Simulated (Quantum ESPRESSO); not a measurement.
Checking a run of Quantum ESPRESSO on TmMn6Ge6 (P6/mmm, 13 atoms in the cell). The aim is a self-consistent single point with DFT, PBEsol, plane waves, SSSP 1.1.2 efficiency (PBE) pseudopotentials.

Cell that was meant: a = 5.1697 Å, b = 5.1697 Å, c = 8.0853 Å, α = 90.00°, β = 90.00°, γ = 120.00°.

Part of the input:

```fortran
/
&SYSTEM
   ibrav = 0,
   celldm(1) = 5.16973114,
   nat = 13,
   ntyp = 3,
   ecutwfc = 50,
[...]
CELL_PARAMETERS {alat}
   1.00000000     0.00000000     0.00000000
  -0.50000000     0.86602540     0.00000000
   0.00000000     0.00000000     1.56396604
```

Output (repeated stretches shortened):

```
     Message from routine setup:
     using ibrav=0 with symmetry is DISCOURAGED, use correct ibrav instead
     G-vector sticks info
   [... lines left out ...]
        k(    4) = (   0.0000000   0.3849002  -0.3197000), wk =   0.3333333
        k(    5) = (   0.3333333   0.5773503   0.0000000), wk =   0.1111111
        k(    6) = (   0.3333333   0.5773503  -0.3197000), wk =   0.1111111

     Dense  grid:    25407 G-vectors     FFT dimensions: (  36,  36,  54)

     Smooth grid:     8971 G-vectors     FFT dimensions: (  24,  24,  40)

     Initial potential from superposition of free atoms

     starting charge     193.9899, renormalised to     197.0000
     Self-consistent Calculation

     iteration #  1     ecut=    50.00 Ry     beta= 0.50

     total energy              =   -3367.74035229 Ry
     estimated scf accuracy    <      24.50352151 Ry

     total magnetization       =     2.43 Bohr mag/cell
     absolute magnetization    =     2.76 Bohr mag/cell

     iteration #  2     ecut=    50.00 Ry     beta= 0.50

     total energy              =   -3373.65700021 Ry
     estimated scf accuracy    <      12.43899969 Ry

     total magnetization       =     2.23 Bohr mag/cell
     absolute magnetization    =     2.26 Bohr mag/cell

   [... lines left out ...]
     atom   4 (R=0.200)  charge= 11.5073  magn=  0.0000
     atom   5 (R=0.200)  charge= 11.5073  magn=  0.0000
     atom   6 (R=0.200)  charge= 11.5073  magn=  0.0000
     atom   7 (R=0.200)  charge= 11.5073  magn=  0.0000
     atom   8 (R=0.199)  charge=  9.7569  magn=  0.0000
     atom   9 (R=0.199)  charge=  9.7569  magn=  0.0000
     atom  10 (R=0.199)  charge=  9.7972  magn=  0.0000
     atom  11 (R=0.199)  charge=  9.7972  magn=  0.0000
     atom  12 (R=0.199)  charge=  9.6264  magn=  0.0000
     atom  13 (R=0.199)  charge=  9.6264  magn=  0.0000
     End of self-consistent calculation

   [... 12 lines left out ...]

   [... 12 lines left out ...]

   [... 12 lines left out ...]

   [... 12 lines left out ...]

     the Fermi energy is   114.5727 ev

!    total energy              =   -3377.33576552 Ry
     estimated scf accuracy    <          3.0E-11 Ry
     smearing contrib. (-TS)   =       0.00001018 Ry
     internal energy E=F+TS    =   -3377.33577571 Ry

     total magnetization       =     0.00 Bohr mag/cell
     absolute magnetization    =     0.00 Bohr mag/cell

     convergence has been achieved in  16 iterations

     Forces acting on atoms (cartesian axes, Ry/au):

     atom    1 type  1   force =     0.00000000    0.00000000    0.00000000
   [... lines left out ...]

     Total force =     0.555015     Total SCF correction =     0.000011

          total   stress  (Ry/bohr**3)                   (kbar)     P=   154014.36
   1.02822495  -0.00000000  -0.00000000       151257.11       -0.00       -0.00
  -0.00000000   1.02822496   0.00000000           -0.00   151257.11        0.00
  -0.00000000   0.00000000   1.08445508           -0.00        0.00   159528.85

   JOB DONE.
```

### Question
Can these results be used? Check the input.

### Answer
The run is not sound. The fault is this: cell lengths typed in angstrom where bohr is read. 1 bohr is 0.529 Å, so a mix-up scales every length by 1.89 or 0.529 and the volume by 6.75 or 0.148. To fix it, give the lengths in the unit that the key or card expects. The run converged in 16 iterations without an error; against the sound input the free energy goes up by 110 eV/atom, the pressure goes from -6.53 to 15400 GPa, the largest force goes from 0.466 to 5.765 eV/Å and the size of the net moment goes from 0.95 to 0.00 μB/atom.

The sound input it was made from differs as follows (other fixes are possible):
```diff
-   celldm(1) = 5.16973114,
+   celldm(1) = 9.76937735,
-   0.00000000     0.00000000     1.56396604
+   0.00000000     0.00000000     1.56396584
```

With that input, the run converged in 31 iterations: free energy E − TS -47378.0245 eV; Fermi level (on the code's own zero) 15.67 eV; pressure -6.53 GPa; largest force (vector length) 0.466 eV/Å; size of the cell's spin moment 12.40 μB (DFT, PBEsol, plane waves, SSSP 1.1.2 efficiency (PBE) pseudopotentials).

On the sound input: the starting cell comes from a database of published, mostly measured structures (it also holds non-ambient and calculated ones), without a prior relaxation at this level. Its lattice was rescaled by a random factor within 2.5 % of one. The magnetic order is the one reached from the typed start; others were not searched systematically. With U or open f shells several self-consistent states can exist. The f electrons are in the valence without U or exact exchange, which can misplace them near the Fermi level. Spin-orbit terms, which matter for f shells, are left out. With a pressure of about -7 GPa the cell is away from its equilibrium volume at this level. Without a gap this mesh is coarse (it stands for a supercell whose shortest vector is 16 Å).
